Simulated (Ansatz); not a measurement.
BAs under a change: uniaxial stress, 1 GPa tension along z

Consider BAs in the zinc blende structure (space group F-43m, No. 216; a = 4.768 Å). Axes: x, y, z lie along the cube axes.

Modification: uniaxial stress, 1 GPa tension along z; all other stress components relax to zero.

Calculations: PBEsol/PAW in Ansatz (an electronic-structure program), no spin-orbit coupling, earlier PAW set. k-mesh 12×12×12 (Γ-centred); smearing 0.05 eV (Fermi–Dirac).

| quantity | base | changed | shift |
|---|---|---|---|
| space group | F-43m (No. 216) | I-4m2 (No. 119) | – |
| shortest interatomic distance | 2.064 Å | 2.066 Å | +0.002 Å |
| energy relative to the base (free energy F) | 0 meV/atom | +0.2 meV/atom | +0.2 meV/atom |
| band gap | 1.08 eV | 1.05 eV | -0.03 eV |
| gap character | – | indirect, Γ → Γ–X (82 % along) | – |
| smallest direct gap | 3.25 eV | 3.22 eV | -0.03 eV |
| electron mass | 1.1 mₑ along k, 0.21 mₑ across (off the special points) | 1.1 mₑ along k, 0.21 mₑ across (off the special points) | – |
| valence-band top at Γ (three highest levels, from the VBM) | 0.00, 0.00, 0.00 eV | 0.00, 0.00, -0.05 eV | – |
| valley order (the lowest conduction-band minima on the path, energy above the VBM, named in the base's zone) | a point along ⟨100⟩, about 1.1 Å⁻¹ from Γ 1.08 eV | a point along [010], about 1.1 Å⁻¹ from Γ 1.05 eV; a point along [001], about 1.1 Å⁻¹ from Γ 1.11 eV | – |
| strain response (xx, yy, zz) | – | (−0.08, −0.08, +0.40) % | – |

Final structure:

```xyz
2
Lattice="0.0000 2.3819 2.3934 2.3819 0.0000 2.3934 2.3819 2.3819 0.0000" Properties=species:S:1:pos:R:3 pbc="T T T"
As     3.5729     3.5729     3.5901
B      0.0000     0.0000     0.0000
```

Cost of the whole job for the changed cell (relaxation, final SCF and bands): about 60 core-seconds (a rough figure).

Effective masses come from finite differences of ±0.01 Å⁻¹. Along k means along the line from Γ to the band edge. Stability under load was not tested beyond the relaxation. Labels are those of the standard path for the cell's own space group.
